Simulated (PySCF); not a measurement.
PySCF 2.14.0, BP86/def2-svp, df: Y(Br)(OMe)2 (C[O][Y]([Br])[O]C), 12 atoms. The geometry is a generated start, not checked to be a minimum at this level.

```
Property                                             Value
-------------------------  -------------------------------
task                                                energy
method                                                bp86
basis                                             def2-svp
two-electron scheme                        density fitting
mol.max_memory                                     3000 MB
mf.max_cycle                                           100
mf.init_guess                              minao (default)
mf.DIIS                                    CDIIS (default)
mf.conv_tol                                1e-09 (default)
mf.grids.level                                 3 (default)
effective core potentials  those of the basis set, past Kr
basis functions                                        149
grid points                                         157552
```

```xyz
12

Y      0.9736     0.7089     0.0852
Br     0.3901     2.4397     1.7804
O     -0.5916     0.6065    -0.9550
C     -1.5710     1.5767    -1.1868
H     -1.2346     2.5877    -0.9003
H     -1.8196     1.5880    -2.2572
H     -2.4830     1.3381    -0.6222
O      1.3269    -0.8532     1.0918
C      1.2608    -2.2153     0.7924
H      1.4057    -2.4146    -0.2812
H      2.0528    -2.7341     1.3500
H      0.2901    -2.6283     1.1030
```

Charge 0 and multiplicity 1 are set for this test and not shown to be the ground state.

One run each on 2 threads, 1 BLAS thread. Values of diis_space tried: 3, 5, 8 (default), 12, 20.

Which value of diis_space needs the fewest Fock builds, and what happens away from it?

Fewest Fock builds, within one of each other: 8 (default) with 16, 12 with 16, 20 with 16. The count rises to 41 at 3. All converge to one solution.

```tsv
diis_space	Fock builds	end
3	41	same solution
5	18	same solution
8 (default)	16	same solution
12	16	same solution
20	16	same solution
```
